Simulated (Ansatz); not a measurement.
**ZrS2, pressure series**

Base system: ZrS$_{2}$ in the CdI2 type structure (space group P-3m1, No. 164; layered, stacked along the Cartesian z axis).

```
CELL_PARAMETERS angstrom
      3.63482     0.00000     0.00000
     -1.81741     3.14785     0.00000
      0.00000     0.00000     5.71966
ATOMIC_POSITIONS crystal
  Zr 0.00000 0.00000 0.00000
  S  0.33333 0.66667 0.25534
  S  0.66667 0.33333 0.74466
```

Cell and atoms are relaxed at each pressure.

Levels (all Ansatz, a program for electronic structure, PAW): PBE-D3(BJ) (420 eV, scalar-relativistic without spin-orbit coupling); r2SCAN (500 eV, no spin-orbit coupling); PBE+SOC (420 eV, noncollinear with spin-orbit coupling).

Band gaps by level, all at the geometries relaxed with PBE-D3(BJ):

```csv
case,PBE-D3(BJ),r2SCAN,PBE+SOC
base,0.66 eV,0.96 eV,0.65 eV
pressure −1 GPa,0.83 eV,1.14 eV,0.83 eV
pressure 1.8 GPa,0.43 eV,0.72 eV,0.43 eV
pressure 4.2 GPa,0.21 eV,0.48 eV,0.20 eV
pressure 9 GPa,zero,0.12 eV,zero
pressure 18 GPa,zero,zero,zero
pressure 30 GPa,zero,zero,zero
pressure 60 GPa,zero,zero,zero
```

Single points use the geometry relaxed with PBE-D3(BJ). A case with no gap was solved on a k-mesh chosen for an insulator, which is coarse for it. The spin-orbit shifts are approximate. Load acts through the strain it causes; cell and atoms are relaxed under it. Stability against distortions was not tested. No other phases were tried under pressure. The runs without spin-orbit coupling are not spin-polarised. The zero or small gap of ZrS2 under pressure 4.2 GPa, ZrS2 under pressure 9 GPa and ZrS2 under pressure 18 GPa can change with the level of theory.
